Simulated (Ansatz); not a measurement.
The reference is ZrO2 in the anatase structure (space group I4_1/amd, No. 141; a = 3.9980 Å, c = 10.6539 Å; a cell from a computed database, its experimental status unchecked).

All numbers come from PBEsol (Ansatz, an electronic-structure program), no spin-orbit coupling, earlier PAW set.

Base values:

| Item | Result |
|---|---|
| Gap between the host's bands | 3.91 eV |
| Gap character | indirect, M → Γ |

One thing is altered: 0.426 electrons added to each cell, a density of 5.0×10^21 cm⁻³, with a uniform compensating background at fixed cell and a 300 K Fermi–Dirac width.

Q: What does the calculation give for the Fermi level from band edge after the change?

A: The Fermi level relative to the doped band's edge (positive inside the band; to 0.05 eV) amounts to +0.95 eV.

Q: How does this affect the gap between the host's bands?

A: The gap between the host's bands increases by 0.14 eV (3.91 eV → 4.05 eV).

Q: Predict the new gap character.

A: The gap character remains indirect, M → Γ.

Carriers are added with a uniform compensating background; total energy and stress of such cells depend on the potential's zero and are not compared; many-body gap narrowing is missing at this level. Stability against distortions was not tested. This is not the structure that ZrO2 has at room temperature and ambient pressure.
